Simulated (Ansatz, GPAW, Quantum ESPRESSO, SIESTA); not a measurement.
## Li5Mg (C2, 6 atoms in the cell) computed with different codes at matched settings

Self-consistent single point.

```yaml
crystal:
  lattice:
    - [4.56066, -2.63391, 0.00000]
    - [4.56066, 2.63391, 0.00000]
    - [-3.01374, 0.00000, 4.97391]
  atoms:
    - { symbol: Li, position: [0.00317, 0.99683, 0.00000] }
    - { symbol: Li, position: [0.33010, 0.33314, 0.99974] }
    - { symbol: Li, position: [0.66686, 0.66990, 0.00026] }
    - { symbol: Li, position: [0.50039, 0.16721, 0.50118] }
    - { symbol: Li, position: [0.83279, 0.49961, 0.49882] }
    - { symbol: Mg, position: [0.16669, 0.83331, 0.50000] }
```

Shared settings, as Ansatz (an electronic-structure program) writes them: kpoints.mp_grid.grid = 6 6 6; scf.occupations.method = fermi_dirac; scf.occupations.width = 0.05 eV. Potentials and cutoffs stand in the table.

| code | model | pressure (GPa) | largest force (eV/Å) | cutoff |
|---|---|---|---|---|
| GPAW | LDA (Perdew-Wang 92), GPAW PAW datasets LDA (gpaw-data 1.0.1) | -0.73 | 0.023 | 850 eV |
| SIESTA | LDA PW92, numerical atomic orbitals DZP, PseudoDojo LDA standard norm-conserving potentials (rewritten from UPF to PSML) | -0.20 | 0.047 | grid 300 Ry |
| Ansatz | LDA (PW92), PAW files made with PBE | -0.85 | 0.023 | 420 eV |
| Quantum ESPRESSO | LDA (PZ), GBRV 1.5 ultrasoft (LDA) pseudopotentials | -0.84 | 0.023 | 40 Ry |

Size of the force on each atom (eV/Å): Sizes of forces hide their directions.

```tsv
code	Li1	Li2	Li3	Li4	Li5	Mg6
GPAW	0.023	0.023	0.023	0.007	0.007	0.001
SIESTA	0.047	0.046	0.046	0.003	0.003	0.000
Ansatz	0.023	0.023	0.023	0.007	0.007	0.001
Quantum ESPRESSO	0.023	0.023	0.023	0.007	0.007	0.000
```

The spread over the programs that give each value: pressure within 0.65 GPa; largest force within 0.024 eV/Å.

SIESTA uses small atom-centred bases, whose incompleteness enters pressures, forces and empty levels differently from a plane-wave cutoff. Ansatz's pressure is given at a fixed set of plane waves, as the other plane-wave codes print theirs. The same LDA comes in different parametrisations, which differ slightly.

The starting cell comes from a database of computed structures (which also holds hypothetical and non-ambient phases and stackings), without a prior relaxation at this level. Its lattice was rescaled by a random factor within 2.5 % of one.

Keys are those of Ansatz 0.2.
